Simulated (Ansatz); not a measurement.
## Effective masses and thermopower of GaAlN2 (P3m1)

Consider the following.

```xyz
4
Lattice="3.1467 0.0000 0.0000 -1.5734 2.7251 0.0000 0.0000 0.0000 5.0964" Properties=species:S:1:pos:R:3 pbc="T T T"
Al     0.0000     0.0000     5.0940
Ga     1.5734     0.9084     2.5341
N      1.5734     0.9084     0.5735
N      0.0000     0.0000     3.1960
```

All values below come from r2SCAN, rigid bands (plane waves, PAW, scalar-relativistic; Ansatz, a first-principles code). Condition of this run: functional r2SCAN on the same cell. Geometry: cell and atoms relaxed with PBEsol.

```yaml
band_gap: 3.38 eV
electron conductivity mass (300 K, dilute): 0.25 mₑ
hole conductivity mass (300 K, dilute): 1.28 (x), 1.28 (y), 3.5 (z) mₑ
effective density of states N_c (300 K): 3.1e18 cm⁻³
effective density of states N_v (300 K): 1.1e20 cm⁻³
density_of_states_mass_electrons: 0.25 mₑ
density_of_states_mass_holes: 2.7 mₑ
Seebeck coefficient, n-type 1e19 cm⁻³, 300 K: -136 μV/K
best n-type power factor at 300 K for τ = 10 fs (best axis; densities from 1e16 to 1e21 cm⁻³ tried, whether or not they can be reached): 2.0 μW/(cm·K²) at 1e19 cm⁻³
Seebeck coefficient, p-type 1e19 cm⁻³, 300 K: 427 μV/K
```

Rigid bands; masses and Seebeck coefficients take one relaxation time τ for all states and one kind of carrier; polarons and phonon drag are left out. Spin-orbit coupling is left out; where it splits the top of the valence band, N_v and the p-type Seebeck coefficient come out somewhat high without it. Geometry: cell and atoms relaxed with PBEsol.

Computed structure with no diffraction record at hand here (it may be known, metastable or hypothetical): GaAlN2 (P3m1).
